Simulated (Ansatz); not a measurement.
**A computed series for SiC: response to strain**

Base system: SiC in the zinc blende structure (space group F-43m, No. 216).

```yaml
crystal:
  lattice:
    - [0.00000, 2.17817, 2.17817]
    - [2.17817, 0.00000, 2.17817]
    - [2.17817, 2.17817, 0.00000]
  atoms:
    - { symbol: C, position: [0.75000, 0.75000, 0.75000] }
    - { symbol: Si, position: [0.00000, 0.00000, 0.00000] }
```

Cartesian axes are those of the cell as printed.

Strains are applied to the cell and any free atomic positions relax; under biaxial strain the out-of-plane vector relaxes too.

Calculations: r2SCAN (Ansatz, a first-principles code; PAW; 500 eV plane waves; spin-orbit coupling left out).

Candidates:
(a) biaxial strain −0.54 %, plane normal [001], relaxed out of plane
(b) isotropic strain −4.35 %
(c) biaxial strain +1.50 %, plane normal [110], relaxed out of plane

Notes on the quantities. energy relative to the base: free energy F.

Task: Order them by energy relative to the base, lowest first.

Result: (a) biaxial strain −0.54 %, plane normal [001], relaxed out of plane (+0.9 meV/atom), (c) biaxial strain +1.50 %, plane normal [110], relaxed out of plane (+8.3 meV/atom), (b) isotropic strain −4.35 % (+142 meV/atom)

A biaxial case was relaxed in a doubled cell and then solved in the primitive one. No phonon test of stability was made.
